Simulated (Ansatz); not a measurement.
## Point defect N vacancy (V_N) in beta Si3N4

These are PBE, PAW (plane waves to 420 eV; Ansatz, a quantum-chemistry and plane-wave program) values and carry that method's errors. Cell: 84 sites, 1×1×3; final energies on a 2×2×2 shifted mesh. Site at the start: the N(1,3-fold) site. Charged cells carry a point-charge image correction with potential alignment at far atoms. Dielectric constants: PBE linear response of the host. Host gap at this level: 4.25 eV. These values are not converged in cell size to better than tenths of an eV. The semilocal functional narrows the gap, so deep levels can fall outside it. Spin–orbit coupling is left out. Each state is the lowest found from its start.

Formation energies E_f are given with the Fermi level at the valence-band maximum. Chemical conditions: N-rich (Δμ(N) = 0.00 eV; only phases computed here count, gases as isolated molecules at 0 K); Si-rich (Δμ(N) = -1.86 eV; only phases computed here count, gases as isolated molecules at 0 K). Reference phases: N: N2 molecule in a box.

```tsv
charge	moment (μB)	largest move off a lattice site (Å)	image correction with alignment (eV)	E_f, N-rich (eV)	E_f, Si-rich (eV)
+3†	not spin-polarised	0.05	0.93	–	–
+2*	1.0	0.05	–	–	–
+1	not spin-polarised	0.05	0.11	3.22	1.36
0	1.0	0.29	0.00	5.15	3.30
−1	not spin-polarised	0.57	0.31	7.42	5.57
```

* At this level the carrier isn't localised at the defect: at charge +2 holes occupy the valence band. Such a state is shallow or no state of the defect, and this cell gives it no level.

† Not settled in this cell, so no level is given: charge +3: a level filled in part, carriers not clearly localised, level within 0.1 eV of a band edge or past it.

Transition levels above the valence-band maximum: ε(+1/0) = 1.94 eV; ε(0/−1) = 2.27 eV. With a charge missing or unsettled, these needn't be thermodynamic levels.

Flagged in the runs: a doubtful potential alignment, a host whose relaxation on this sampling wasn't shown to rest, a strain field that reaches the edge of the cell.

All states together cost roughly 110 core-minutes.
